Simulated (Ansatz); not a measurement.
The starting structures come from a database of crystals and need not be the phases stable at ambient conditions.

 Where the default PAW files enter, the runs use the earlier of Ansatz's two default sets.

Inside the gap of an insulator the Bloch states are evanescent, with a wavenumber k + iκ along the transport direction.

```
AgNa3O2
1.0
    5.86537     0.00000     0.00000
   -2.93269     6.05104     0.00000
    0.00000    -2.42856     4.84693
Na Ag O
6 2 4
Direct
  0.01046   0.52092   0.76046
  0.98954   0.47908   0.23954
  0.48954   0.47908   0.23954
  0.51046   0.52092   0.76046
  0.25000   0.00000   0.50000
  0.75000   0.00000   0.50000
  0.50000   0.00000   0.00000
  0.00000   0.00000   0.00000
  0.36436   0.72872   0.13902
  0.63564   0.27128   0.86098
  0.13564   0.27128   0.41030
  0.86436   0.72872   0.58970
```

Space group of this cell: Ibam. The cell is taken as given.

Transport runs along the normal of the first two printed cell vectors.

No gap correction and no spin-orbit coupling; mid-gap values are interpolated between computed energies.

**Question.** Predict the band gap and the smallest decay constant κ at mid-gap from Ansatz (a first-principles code) with r2SCAN.

**Answer.** Gap 1.54 eV on a 6×6×6 mesh; κ = 0.338 1/Å, at (0.000, 0.167) of the in-plane reciprocal vectors. At the zone centre, at the nearest computed energy, the slowest state has κ = 0.35 1/Å.
